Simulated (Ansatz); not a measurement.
Base system: Zr in the hcp (Mg type) structure (space group P6_3/mmc, No. 194; a = 3.182 Å, c = 5.124 Å; relaxed with 0.1 eV smearing). Axes: x lies along a and z along c of the hexagonal cell.

All numbers come from PBEsol (Ansatz, a program for electronic structure), no spin-orbit coupling.

Before the change:

Pressure: 0.0 GPa

Modification: uniaxial strain ε_zz = +2.50 %, all other strain components held at zero, atoms relaxed at fixed cell.

Problem. What happens to the pressure and energy relative to the base?

Solution. The pressure (mean of the normal stresses, compression positive) goes from zero to -2.5 GPa; the energy increases by 7.1 meV/atom.

Stability against distortions was not tested. All final runs are without spin polarisation.
